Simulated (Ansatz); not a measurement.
**Point defects in HfSi2**

The parent structure is a 12-atom supercell of HfSi2 (space group Cmcm, No. 63; a = 3.6828 Å, b = 14.5980 Å, c = 3.6582 Å) at its relaxed geometry.

One neutral defect a cell, atoms relaxed at fixed cell.

Calculations: DFT with PBE, PAW potentials and a 420 eV plane-wave cutoff in Ansatz (a first-principles code), spin-orbit coupling left out.

```json
[
 {"change": "perfect supercell", "pressure": "0.0 GPa", "largest displacement of a host atom from its site in the perfect cell": "–"},
 {"change": "Si on a Hf site (antisite)", "pressure": "-1.2 GPa", "largest displacement of a host atom from its site in the perfect cell": "1.54 Å"},
 {"change": "H interstitial (started 1.80 Å from the nearest host atom), symmetric start", "pressure": "2.0 GPa", "largest displacement of a host atom from its site in the perfect cell": "0.11 Å"},
 {"change": "Sn on a Si site", "pressure": "___", "largest displacement of a host atom from its site in the perfect cell": "___"},
 {"change": "Hf vacancy, symmetric start", "pressure": "-2.9 GPa", "largest displacement of a host atom from its site in the perfect cell": "0.14 Å"},
 {"change": "Si interstitial (started 1.87 Å from the nearest host atom), symmetric start", "pressure": "12.6 GPa", "largest displacement of a host atom from its site in the perfect cell": "2.09 Å"}
]
```

### Question
What belongs in the blanks?

### Answer

- Sn on a Si site, pressure: 8.0 GPa
- Sn on a Si site, largest displacement of a host atom from its site in the perfect cell: 0.16 Å

In so small a cell the defect repeats every few ångströms: this is an ordered compound, not a dilute defect. Defects with a symmetric start kept the site's symmetry and may sit on a saddle; the others started slightly shaken. The final runs are not spin-polarised.
